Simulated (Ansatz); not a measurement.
## Variants of one calculation on CO2 (P1, 12 atoms in the cell)

```xyz
12
Lattice="5.4971 0.0000 0.0000 0.0000 5.4971 0.0000 0.0000 0.0000 5.4971" Properties=species:S:1:pos:R:3 pbc="T T T"
C     -0.0029     0.0026     0.0172
C      2.7298    -0.0195     2.7308
C      2.7184     2.7177    -0.0108
C      0.0091     2.7446     2.7482
O      0.6853     0.6837     0.6882
O      4.8302     4.8713     4.8314
O      2.1170     4.8074     3.4220
O      3.3873     0.6843     2.0795
O      3.4286     2.0754     4.8325
O      2.0569     3.4337     0.6690
O      4.8320     3.4287     2.0443
O      0.6938     2.0555     3.4333
```

Base run A: Ansatz (an electronic-structure program) with HSE06, PAW files made with PBE, self-consistent single point.

Its settings: basis.ecutwfc = 30.9 Ry; kpoints.mp_grid.grid = 3 3 3; hamiltonian.xc = hse06; hamiltonian.pseudopotentials = {kind: paw} (the program's default PAW files); scf.occupations.method = fixed.

The starting cell comes from a database of computed structures (which also holds hypothetical and non-ambient phases and stackings), without a prior relaxation at this level. Its atoms were displaced at random from the sites of space group no. 205. In the base run, forces exceed 1 eV/Å. Ansatz's pressure includes its estimate of the finite-basis (Pulay) stress.

ΔF is the free energy per atom less that of run A. A dash stands where there is no value to compare (another energy zero or no entropy term, no result, no spin, no clean gap, or a mesh too coarse for one). Absolute energies have different zeros for different potentials, functionals, Hubbard and dispersion terms and are not compared across them.

Runs:
- B: hamiltonian.xc: hse06 → pbe0 [PBE0]
- C: scf.convergence.dr2_threshold: default (1e-07 eV) → 0.0001 eV
- D: scf.mixing.algorithm: default (the program chose MSR1) → anderson; scf.mixing.beta: default → 0.05
- E: scf.mixing.preconditioner: default (the program chose none) → kerker_dos
- F: scf.mixing.algorithm: default (the program chose MSR1) → anderson; scf.mixing.ndim: default → 4

```
run  ΔF (meV/atom)  pressure (GPa)  largest force (eV/Å)  gap on the mesh (eV)
---  -------------  --------------  --------------------  --------------------
A             0.00           -2.79                 3.729                 8.542
B                –           -2.83                 3.745                 9.326
C             0.00           -2.79                 3.729                 8.542
D             0.00           -2.79                 3.730                 8.542
E             0.00           -2.79                 3.730                 8.542
F             0.00           -2.79                 3.729                 8.542
```

Run B against A: The pressure moves little (-2.79 to -2.83 GPa), the largest force goes from 3.729 to 3.745 eV/Å and the gap on the mesh goes from 8.542 to 9.326 eV.

Run D against A: The free energy is nearly the same (within 1 meV/atom), the pressure stays at -2.79 GPa, the largest force moves little (3.729 to 3.730 eV/Å) and the gap on the mesh stays at 8.542 eV.

Left out of this page: 1 run of the series held back from this collection.

Keys are those of Ansatz 0.2.
